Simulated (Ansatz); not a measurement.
**Pressure series in TiSi2**

Consider TiSi₂ (space group Fddd, No. 70).

```
CELL_PARAMETERS angstrom
      0.00000     4.13234     4.28268
      2.40310     0.00000     4.28268
      2.40310     4.13234     0.00000
ATOMIC_POSITIONS crystal
  Si 0.66302 0.33698 0.66302
  Si 0.33698 0.66302 0.33698
  Si 0.58698 0.91302 0.58698
  Si 0.91302 0.58698 0.91302
  Ti 0.00000 0.00000 0.00000
  Ti 0.25000 0.25000 0.25000
```

Cell and atoms are relaxed at each pressure.

The values are results of Ansatz (an electronic-structure program) PBE, no spin-orbit coupling, not measurements.

```
pressure (GPa)  volume per atom (Å³/atom)
--------------  -------------------------
-2                                 14.389
-1                                      ?
0                                  14.176
3                                  13.891
7                                  13.550
15                                 12.977
30                                 12.155
75                                 10.611
100                                10.040
```

### Question
Fit the third-order Birch–Murnaghan form P(V) = (3B₀/2)[(V₀/V)^(7/3) − (V₀/V)^(5/3)]·[1 + (3/4)(B₀′ − 4)((V₀/V)^(2/3) − 1)] (squares taken in P) to the rows shown and predict the withheld row.

### Answer
Least squares on the printed values gives V₀ = 14.175 Å³/atom, B₀ = 142 GPa, B₀′ = 4.1; this predicts 14.277 Å³/atom, and the run gives 14.281 Å³/atom, 0.004 higher.

Load acts through the strain it causes; cell and atoms are relaxed under it. Whether these cells are dynamically stable was not tested. No other phases were tried under pressure. All final runs are without spin polarisation.
